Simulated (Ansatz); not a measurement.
Relaxation of the outer planes of the (100) surface of bcc Fe, ferromagnetic in its 1x1 cell, outermost plane spacing 1.42 Å in the ideal cut.

Level of theory: PBE (plane waves to 420 eV, PAW; Ansatz, a program for electronic structure).

Slab: 8 atoms, 9.9 Å thick at the start (thin: gaps and levels are the slab's own); k 13x13x1, smearing 0.1 eV, dipole-corrected; all atoms relaxed; symmetry of the start imposed; spin-polarised, no spin-orbit, no U.

| plane | atoms | bulk spacing to the next (Å) | relaxed spacing (Å) | change (%) | rumpling (Å) |
|---|---|---|---|---|---|
| 1 | Fe | 1.415 | (withheld) | (withheld) | 0.00 |
| 2 | Fe | 1.415 | 1.451 | 2.5 | 0.00 |

Problem. What belongs in the gaps?

Solution. 
- 1, relaxed spacing (Å): 1.396
- 1, change (%): -1.4
